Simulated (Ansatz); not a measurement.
# InSb: alloy series

Take InSb in the zinc blende structure (space group F-43m, No. 216; a = 6.5559 Å) as the base.

The other end (x = 1) is InAs in the zinc blende structure (space group F-43m, No. 216): 28.50 Å³/atom, gap 0.08 eV.

As replaces a fraction x of Sb; each row is one arrangement (x, atoms in the cell, starting space group or random), fully relaxed.

The values are results of Ansatz (an electronic-structure program) r2SCAN, without spin-orbit coupling, not measurements.

| As fraction x | volume per atom (Å³/atom) |
|---|---|
| 0 | 35.222 |
| 0.25 (Amm2, 8 atoms) | 33.504 |
| 0.25 (P-4m2, 8 atoms) | 33.473 |
| 0.667 (I-4m2, 6 atoms) | ? |
| 1 | 28.501 |

**Question.** Fit V(x) = (1 − x) V(0) + x V(1) − b x(1 − x) with the ends held (b = 0 is Vegard's rule) to the rows shown and predict the withheld row.

**Answer.** Least squares on the printed values gives b = 0.28 Å³/atom, against 30.739 Å³/atom from the straight line alone (largest residual 0.016 Å³/atom); this predicts 30.676 Å³/atom, and the run gives 30.657 Å³/atom, 0.019 lower.

Each cell is one ordered arrangement of few atoms, which overstates ordering effects compared with a random alloy. Spin-orbit coupling, missing from the scalar runs, can matter with Sb. Stability against distortions was not tested. The final runs are not spin-polarised. The zero or small gap of In4Sb3As, InSb, InAs and In3SbAs2 can change with the level of theory.
